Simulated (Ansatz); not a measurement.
## Pressure series in W5Si3

Start from W5Si3 (space group I4/mcm, No. 140; a cell from a computed database, its experimental status unchecked).

```
W5Si3
1.0
   -4.79801     4.79801     2.46488
    4.79801    -4.79801     2.46488
    4.79801     4.79801    -2.46488
Si W
6 10
Direct
  0.75000   0.75000   0.00000
  0.25000   0.25000   0.00000
  0.16813   0.33187   0.50000
  0.83187   0.66813   0.50000
  0.33187   0.83187   0.16373
  0.66813   0.16813   0.83627
  0.77592   0.92481   0.70073
  0.22408   0.07519   0.29927
  0.92481   0.22408   0.14889
  0.07519   0.77592   0.85111
  0.72408   0.42481   0.14889
  0.27592   0.57519   0.85111
  0.57519   0.72408   0.29927
  0.42481   0.27592   0.70073
  0.75000   0.25000   0.50000
  0.25000   0.75000   0.50000
```

Cell and atoms are relaxed at each pressure.

Computed with plane-wave PAW DFT at the PBEsol level (Ansatz, an electronic-structure program, 420 eV), without spin-orbit coupling.

```
P (GPa)  V (Å³/atom)
-------  -----------
-2.00         14.288
-1.00         14.236
0.30          14.171
0.70          14.151
1.49          14.113
3.00          14.040
5.00          13.947
7.50          13.835
10.00         13.727
```

Q: Fit a third-order Birch–Murnaghan equation of state.

A: Least squares on P(V) = (3B₀/2)[(V₀/V)^(7/3) − (V₀/V)^(5/3)]·[1 + (3/4)(B₀′ − 4)((V₀/V)^(2/3) − 1)] gives V₀ = 14.19 Å³/atom, B₀ = 283 GPa and B₀′ = 4.3.

Load acts through the strain it causes; cell and atoms are relaxed under it. No phonon test of stability was made. Competing high-pressure phases were not computed. The final runs are not spin-polarised.
